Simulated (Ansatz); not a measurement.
Worked sum: formation energy of Ir_Al in Al (fcc, Fm-3m)

Consider the formation energy of Ir_Al in Al (fcc, Fm-3m). Reaction: 63 Al (fcc) + Ir (fcc) → cell A.

A: a supercell of 64 sites of Al (fcc, Fm-3m) with Ir on an Al site (12 Al at 2.80 Å); spin state with PBE: run without spin.

Setting: static, neutral cells in Ansatz (PAW) whose structures rest at the PBE level. Ansatz (an electronic-structure program) runs with its default PAW set. Larger cells are relaxed from a start prepared with the learned potential CHGNet, on a coarser mesh till forces fall under 0.03 eV/Å, which some starts already meet. A dispersion term (D3(BJ), or D4 for r2SCAN) was computed beside these levels and is taken off wherever the name lacks it. The runs are scalar-relativistic, without spin-orbit coupling. Mesh and cell size may move defect energies by 0.1 eV or more. Cell A has symmetry Fm-3m and got no random move, so less symmetric positions, which may lie lower, weren't tried.

Total energies of the cells in eV, at zero smearing width. They compare only within one column; the weights balance every element.

```csv
cell,atoms,weight,PBE
A: Al:Ir_Al,64,+1,-45799.96808
Al (fcc),64,−63/64,-34400.48348
Ir (fcc),1,−1,-11935.31051
```

PBE: (-45799.96808) − 63/64 × (-34400.48348) − (-11935.31051) = -1.682 eV.
